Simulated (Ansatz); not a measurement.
SiC (P6_3mc), Ansatz (a quantum-chemistry and plane-wave program) with PBE with spin-orbit coupling, rigid bands. Band gap 2.27 eV, N_c = 1.10e19 cm⁻³ and N_v = 6.80e19 cm⁻³ at 300 K, conductivity masses along x (a = (3.08, 0.00, 0.00) Å; b = (-1.54, 2.66, 0.00) Å; c = (0.00, 0.00, 5.05) Å) of 0.443 mₑ (electrons) and 1.20 mₑ (holes). Take k_BT = 0.02585 eV.

Q: What thermal injection velocity √(2k_BT/πm) limits a ballistic channel along the direction named?

A: 8.08e6 cm/s for electrons and 4.91e6 cm/s for holes, a ratio of √(m_h/m_e) = 1.65, for dilute carriers.

Q: What built-in voltage has an abrupt junction with N_A = 1e17 and N_D = 1e17 cm⁻³, all dopants ionised?

A: V_bi = E_g/e − (k_BT/e) ln(N_c N_v/(N_A N_D)) = 2.27 − 0.02585 × 11.22 = 1.98 V, for the computed gap.

Q: Find the intrinsic carrier density and the intrinsic Fermi level.

A: n_i = √(N_c N_v) exp(−E_g/2k_BT) = 2.73e19 × exp(−43.90) = 2.3e0 cm⁻³. The level lies (k_BT/2) ln(N_v/N_c) = 24 meV from mid-gap (positive towards the conduction band). Each 0.1 eV added to the gap lowers n_i by a factor of 6.9.

Rigid bands with the computed gap; masses take one relaxation time for all states. Geometry: cell and atoms relaxed with PBEsol.
